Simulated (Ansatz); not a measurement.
Take AlCr₂C (space group P6_3/mmc, No. 194; a = 2.8118 Å, c = 12.5992 Å; non-magnetic) as the base. Axes: x lies along a and z along c of the hexagonal cell.

Level of theory: PBEsol in Ansatz (plane waves to 420 eV, PAW, scalar-relativistic without spin-orbit coupling).

Strains are applied to the cell and any free atomic positions relax; under stress the whole cell relaxes.

One change was made to it. Results:

```json
[
 {"quantity": "energy relative to the base (free energy F)", "base": "0 meV/atom", "after": "+2.5 meV/atom"},
 {"quantity": "band gap", "base": "zero", "after": "zero"},
 {"quantity": "shortest interatomic distance", "base": "1.940 Å", "after": "1.939 Å"}
]
```

Task: Which change produced these results?
A. uniaxial stress, 5 GPa compression along z
B. tensor shear ε_yz = +3.58 %
C. uniaxial stress, 8 GPa tension along x

Result: A, uniaxial stress, 5 GPa compression along z. For comparison, the energy relative to the base in the other runs: tensor shear ε_yz = +3.58 % gives +24 meV/atom; uniaxial stress, 8 GPa tension along x gives +6.9 meV/atom.

Without a gap, meshes like the base's 19×19×4 leave anisotropic stresses uncertain by several tenths of a GPa, and small strain energies with them. Stability under load was not tested beyond the relaxation. Starting moments died away, wholly or in part, for the base; another magnetic solution may exist. The final runs are not spin-polarised.

Ansatz is a first-principles code.
